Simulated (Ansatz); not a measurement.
Consider NaCaF3 in the cubic perovskite structure (space group Pm-3m, No. 221; a = 4.431 Å; a hypothetical phase, not in the database extracts checked).

(Cell as relaxed with PBE.)

Levels (all Ansatz, an electronic-structure program, PAW): PBE (420 eV, no spin-orbit coupling); PBEsol (420 eV, no spin-orbit coupling).

Each level relaxes its own structure.

```
quantity                  PBE    PBEsol
-------------------  --------  --------
volume per atom      17.40 Å³  16.71 Å³
lattice parameter a  443.1 pm  437.2 pm
```

PBE's volume per atom lies 0.69 Å³ above PBEsol's (4.1 %); PBE's lattice parameter a lies 5.9 pm above PBEsol's (1.4 %). Neither level is exact; PBEsol is the comparison here, not a measurement.

Stability against distortions was not tested. Many cubic perovskites are stable only at high temperature; tilts and polar distortions were not tested.
